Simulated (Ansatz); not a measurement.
Cost and result by functional for the surface energy of the (20-21) surface of hcp Mg in its 1x1 cell, outermost plane spacing 0.22 Å in the ideal cut, in Ansatz (plane waves, PAW). Single points on the PBE structure, on one kind of machine; costs are rough ratios of the slab run's core time (references not counted) to the cheapest single point. r2SCAN's cost holds its higher cutoff (500 against 420 eV). Differences are taken against r2SCAN for comparison alone: no measured value is at hand, so the table doesn't rank accuracy.

Model: 16-atom slab, 9.6 Å thick at the start (thin: gaps and levels are the slab's own), 12x4x1 mesh, Fermi-Dirac 0.1 eV, dipole correction, all atoms relaxed; held to the part of the start's symmetry that mesh and held atoms allow; no spin, no spin-orbit, no U. These notes are the PBE run's.

```tsv
functional	relative cost	surface energy (J/m²)	less r2SCAN (J/m²)
RPBE	1	0.58	-0.13
PBEsol	1	0.71	0.00
LDA	1	0.72	0.01
r2SCAN	3	0.71	0.00
PBE (the relaxed run's value)	–	0.64	-0.07
```

The values span 0.14 J/m², while the single points' costs differ by a factor of roughly 3. Differences are of unrounded values.

Ansatz is a first-principles code.
